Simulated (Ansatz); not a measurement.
Results of PBE0 (PAW; Ansatz, a program for electronic structure) for AlN (Fm-3m, No. 225, 2 atoms in the cell; start mp-1330; another space group than a measured phase of this formula).

Numerical settings: plane-wave cutoff 460 eV, 10×10×10 k mesh, Fermi–Dirac smearing 0.01 eV, scalar-relativistic PAW data made under PBE.

Cell (relaxed with PBEsol):

```xyz
2
Lattice="0.0000 2.0223 2.0223 2.0223 0.0000 2.0223 2.0223 2.0223 0.0000" Properties=species:S:1:pos:R:3 pbc="T T T"
Al     2.0223     2.0223     2.0223
N      0.0000     0.0000     0.0000
```

Predict the band gap and smallest direct gap on the k points sampled.


band gap: 6.78 eV (on the SCF k mesh) (indirect)
smallest direct gap on the k points sampled: 7.93 eV

Note: cell and atoms aren't relaxed at this level (pressure -3.1 GPa).

Computed values are for the static lattice.

The result took about 29 core-seconds (a rough figure).

A start named mp-… is a Materials Project structure, which need not be a measured phase.
